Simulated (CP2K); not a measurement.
# Input and output of a self-consistent single point for Li (Im-3m, 1 atom in the cell) (CP2K)

Computed with CP2K 2026.2 with PBE, GPW, DZVP-MOLOPT-SR-GTH basis, GTH-PBE potentials (GTH_POTENTIALS).

This input was run:

```
&GLOBAL
  PROJECT li
  RUN_TYPE ENERGY_FORCE
  PRINT_LEVEL MEDIUM
&END GLOBAL
&FORCE_EVAL
  METHOD Quickstep
  STRESS_TENSOR ANALYTICAL
  &DFT
    BASIS_SET_FILE_NAME BASIS_MOLOPT
    POTENTIAL_FILE_NAME GTH_POTENTIALS
    &QS
      METHOD GPW
      EPS_DEFAULT 1E-10
    &END QS
    &MGRID
      CUTOFF 400
      REL_CUTOFF 40
      NGRIDS 4
    &END MGRID
    &SCF
      SCF_GUESS ATOMIC
      EPS_SCF 1E-6
      MAX_SCF 100
      ADDED_MOS 4
      &DIAGONALIZATION
        ALGORITHM STANDARD
      &END DIAGONALIZATION
      &MIXING
        METHOD BROYDEN_MIXING
        ALPHA 0.2
        NBUFFER 8
        BETA 1.5
      &END MIXING
      &SMEAR ON
        METHOD GAUSSIAN
        SIGMA [eV] 0.1
      &END SMEAR
    &END SCF
    &KPOINTS
      SCHEME MONKHORST-PACK 9 9 9
    &END KPOINTS
    &XC
      &XC_FUNCTIONAL PBE
      &END XC_FUNCTIONAL
    &END XC
    &PRINT
      &MO
        EIGENVALUES T
        OCCUPATION_NUMBERS T
        NDIGITS 8
        FILENAME mo
        &EACH
          QS_SCF 0
        &END EACH
        ADD_LAST NUMERIC
      &END MO
      &MULLIKEN ON
      &END MULLIKEN
    &END PRINT
  &END DFT
  &SUBSYS
    &CELL
      ABC 2.93891600 2.93891651 2.93891608
      ALPHA_BETA_GAMMA 109.47121044 109.47122694 109.47122401
      PERIODIC XYZ
    &END CELL
    &COORD
      SCALED
      Li       0.00000000     0.00000000     0.00000000
    &END COORD
    &KIND Li
      BASIS_SET DZVP-MOLOPT-SR-GTH-q3
      POTENTIAL GTH-PBE-q3
    &END KIND
  &END SUBSYS
  &PRINT
    &FORCES ON
    &END FORCES
    &STRESS_TENSOR ON
    &END STRESS_TENSOR
  &END PRINT
&END FORCE_EVAL
```

The program printed (abridged):

```
 GLOBAL| Method name                                                        CP2K
 GLOBAL| Project name                                                         li
 GLOBAL| Run type                                                   ENERGY_FORCE

 CELL| Volume [angstrom^3]:                                            19.540682
 CELL| Vector a [angstrom]:       2.939     0.000     0.000   |a| =     2.938916
 CELL| Vector b [angstrom]:      -0.980     2.771     0.000   |b| =     2.938917
 CELL| Vector c [angstrom]:      -0.980    -1.385     2.400   |c| =     2.938916
 CELL| Angle (b,c), alpha [degree]:                                   109.471210
 CELL| Angle (a,c), beta  [degree]:                                   109.471227
 CELL| Angle (a,b), gamma [degree]:                                   109.471224
 CELL| Numerically orthorhombic:                                              NO
 CELL| Periodicity                                                           XYZ

 DFT| Spin restricted Kohn-Sham (RKS) calculation                            RKS
 DFT| Multiplicity                                                             2
 DFT| Number of spin states                                                    1
 DFT| Charge                                                                   0
 DFT| XC density smoothing                                                  NONE
 DFT| XC derivatives                                                          PW

 QS| Method:                                                                 GPW
 QS| Density plane wave grid type                        NON-SPHERICAL FULLSPACE
 QS| Number of grid levels:                                                    4
 QS| Density cutoff [a.u.]:                                                200.0
 QS| Multi grid cutoff [a.u.]: 1) grid level                               200.0
   [... lines left out ...]
 BRILLOUIN| Wavefunction type                                            COMPLEX
 BRILLOUIN| List of Kpoints [2 Pi/Bohr]                                      365
 BRILLOUIN| Number           Weight            X              Y              Z
 BRILLOUIN|     1           0.00274       -0.44444       -0.44444       -0.44444
 BRILLOUIN|     2           0.00274       -0.44444       -0.44444       -0.33333
 BRILLOUIN|     3           0.00274       -0.44444       -0.44444       -0.22222
   [... 362 lines left out ...]
 *******************************************************************************

 Extrapolation method: initial_guess

 Re-scaling the density matrix to get the right number of electrons
                  # Electrons              Trace(P)               Scaling factor
                            3                 3.000                        1.000

 Number of electrons:                                                          3
 Number of occupied orbitals:                                                  2
 Number of molecular orbitals:                                                 6

 Number of orbital functions:                                                  6
 Number of independent orbital functions:                                      6
 SCF WAVEFUNCTION OPTIMIZATION

  Step     Update method      Time    Convergence         Total energy    Change
     1 NoMix/Diag. 0.20E+00      -     0.31403491        -7.5244377731 -7.52E+00
     2 Broy./Diag. 0.20E+00      -     0.00065982        -7.4733721556  5.11E-02
     3 Broy./Diag. 0.20E+00      -     0.00421409        -7.4721360968  1.24E-03
     4 Broy./Diag. 0.20E+00      -     0.00198089        -7.4716372981  4.99E-04
     5 Broy./Diag. 0.20E+00      -     0.00242251        -7.4708923956  7.45E-04
     6 Broy./Diag. 0.20E+00      -     0.00021853        -7.4707049593  1.87E-04
     7 Broy./Diag. 0.20E+00      -     0.00025809        -7.4705581618  1.47E-04
     8 Broy./Diag. 0.20E+00      -     0.00000182        -7.4705467297  1.14E-05
     9 Broy./Diag. 0.20E+00      -     0.00000718        -7.4705424506  4.28E-06
    10 Broy./Diag. 0.20E+00      -     0.00000020        -7.4705425417 -9.10E-08
  *** SCF run converged in    10 steps ***

  Electronic density on regular grids:         -2.9999999998        0.0000000002
  Core density on regular grids:                2.9999999995       -0.0000000005
  Total charge density on r-space grids:       -0.0000000003
  Total charge density g-space grids:          -0.0000000003

  Overlap energy of the core charge distribution:               0.00000000000000
  Self energy of the core charge distribution:                 -6.34713281491226
  Core Hamiltonian energy:                                      0.31871910146632
  Hartree energy:                                               0.39037942168078
  Exchange-correlation energy:                                 -1.83236830634732
  Smearing free energy correction:                             -0.00013994354951
  Fermi energy:                                                 0.01587632261099

  Total energy:                                                -7.47054254165489
  Total energy (extrapolated to sigma->0):                     -7.47047256988013

                     Mulliken Population Analysis

 #  Atom  Element  Kind  Atomic population                           Net charge
       1     Li       1          3.000000                              0.000000
 # Total charge                              3.000000                  0.000000

 ENERGY| Total FORCE_EVAL ( QS ) energy [hartree]             -7.470543369013738

 FORCES| Atomic forces [hartree/bohr]
 FORCES|   Atom     x               y               z               |f|
 FORCES|      1 -4.52150322E-17  2.77420076E-16 -6.08346407E-16   6.70143006E-16
 FORCES| Sum    -4.52150322E-17  2.77420076E-16 -6.08346407E-16
 FORCES| Total atomic force                                       6.70143006E-16

 STRESS| Analytical stress tensor [bar]
 STRESS|                        x                   y                   z
 STRESS|      x        1.18366775275E+04  -9.06630125467E+00  -1.57418863492E+01
 STRESS|      y       -9.06630125467E+00   1.18302312081E+04  -2.21994923339E+01
 STRESS|      z       -1.57418863492E+01  -2.21994923339E+01   1.18046058009E+04
 STRESS| 1/3 Trace                                             1.18238381789E+04
```

The run converged in 10 iterations.

The starting cell comes from a database of computed structures (which also holds hypothetical and non-ambient phases and stackings), without a prior relaxation at this level. Its lattice was rescaled by a random factor within 2.5 % of one. Values carry the incompleteness of an atom-centred basis.

Cost on one core of a shared machine: roughly 50 s.
